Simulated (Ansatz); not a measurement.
# A O vacancy (middle of the slab) in a 3x3 cell of the 1x1 (100) surface of rock-salt MgO (cut with top plane Mg + O)

Host crystal: rock-salt MgO, with a band gap (PBE, scalar-relativistic without spin-orbit coupling).

Level of theory: HSE06, at the PBE geometry and the start's symmetry (plane waves to 420 eV, PAW; Ansatz, a program for electronic structure).

Slab: 71 atoms, 6.4 Å thick at the start (thin: gaps and levels are the slab's own); k 2x2x1, smearing 0.01 eV, dipole-corrected; single point; on the structure that PBE left under its start's symmetry; spin-polarised from one start with parallel moments (other orders not tried), no spin-orbit, no U. The starting moment vanished. The program's check for a lower electronic state was not made.

```json
{
  "formation energy against ½ O2(g) at the same level": "6.86 eV",
  "gap_of_the_slab_on_its_k_mesh": "1.70 eV",
  "highest_filled_level_below_the_top_vacuum_level": "2.83 eV",
  "change_of_the_step_from_the_bottom_to_the_top_vacuum_level_against_the_clean_slab": "-0.11 eV",
  "magnetic_moment_of_the_cell": "0.00 μB"
}
```
